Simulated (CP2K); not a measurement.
## Converging shifted k-point meshes: WSe₂ (P3m1, 6 atoms in the cell)

```
CELL_PARAMETERS angstrom
      3.29640     0.00000     0.00000
     -1.64820     2.85477     0.00000
      0.00000     0.00000    13.02480
ATOMIC_POSITIONS crystal
  W  0.33333 0.66667 0.25384
  W  0.66667 0.33333 0.75000
  Se 0.33333 0.66667 0.87900
  Se 0.66667 0.33333 0.37900
  Se 0.66667 0.33333 0.12100
  Se 0.33333 0.66667 0.62100
```

Level of theory: PBEsol, GPW, DZVP-MOLOPT-SR-GTH basis, GTH-PBE potentials (GTH_POTENTIALS) (CP2K).

Base settings: CUTOFF = 500 Ry; REL_CUTOFF = 40 Ry; SMEAR/METHOD = FERMI_DIRAC; ELECTRONIC_TEMPERATURE = 580.23 K; KPOINTS/SCHEME = MACDONALD 4 4 1 0.125 0.125 0; XC_FUNCTIONAL = PBE:PBESOL; W/BASIS_SET = DZVP-MOLOPT-SR-GTH-q14; W/POTENTIAL = GTH-PBE-q14; Se/BASIS_SET = DZVP-MOLOPT-SR-GTH-q6; Se/POTENTIAL = GTH-PBE-q6.

Only quantities that move along the ladder and can be compared are tabulated.

The starting cell has typed, rounded lattice constants, without a prior relaxation at this level. Its lattice was rescaled by up to half a per cent. One atom was moved a little off its site on purpose. Spin polarisation is off. Values carry the incompleteness of an atom-centred basis. The potentials were made for another functional than the one used. In the base run, forces exceed 1 eV/Å.

| KPOINTS/SCHEME | free energy less the last step's (meV/atom) | pressure (GPa) | largest difference of a force vector from the last step's (eV/Å) |
|---|---|---|---|
| MACDONALD 2 2 1 0 0 0.5 | -149.72 | -1.64 | 0.834 |
| MACDONALD 3 3 1 0.1666666667 0.1666666667 0.5 | -12.17 | -0.36 | 0.352 |
| MACDONALD 4 4 1 0 0 0.5 | -1.87 | -0.23 | 0.054 |
| MACDONALD 5 5 1 0.1 0.1 0.5 | -7.64 | -0.35 | 0.038 |
| MONKHORST-PACK 6 6 2 | -0.25 | -0.18 | 0.005 |
| MACDONALD 7 7 2 0.07142857143 0.07142857143 0 | 0.04 | -0.18 | 0.001 |
| MONKHORST-PACK 8 8 2 | -0.08 | -0.18 | 0.001 |
| MACDONALD 9 9 2 0.05555555556 0.05555555556 0 | -0.07 | -0.18 | 0.001 |
| MACDONALD 10 10 3 0 0 0.1666666667 | 0.00 | -0.18 | 0.000 |
| MACDONALD 11 11 3 0.04545454545 0.04545454545 0.1666666667 | 0.00 | -0.18 | 0.000 |
| MACDONALD 12 12 3 0 0 0.1666666667 | 0.00 | -0.18 | 0.000 |
| MACDONALD 13 13 3 0.03846153846 0.03846153846 0.1666666667 | 0.00 | -0.18 | 0.000 |

Coarsest KPOINTS/SCHEME that holds the pressure within 0.05 GPa of the last step, with all finer ones: MONKHORST-PACK 6 6 2; the step before is off by 0.17 GPa.

Coarsest KPOINTS/SCHEME that holds the free energy within 0.5 meV/atom of the last step, with all finer ones: MONKHORST-PACK 6 6 2; the step before is off by 7.6 meV/atom.

Coarsest KPOINTS/SCHEME that holds the forces within 0.02 eV/Å of the last step, with all finer ones: MONKHORST-PACK 6 6 2; the step before is off by 0.038 eV/Å.
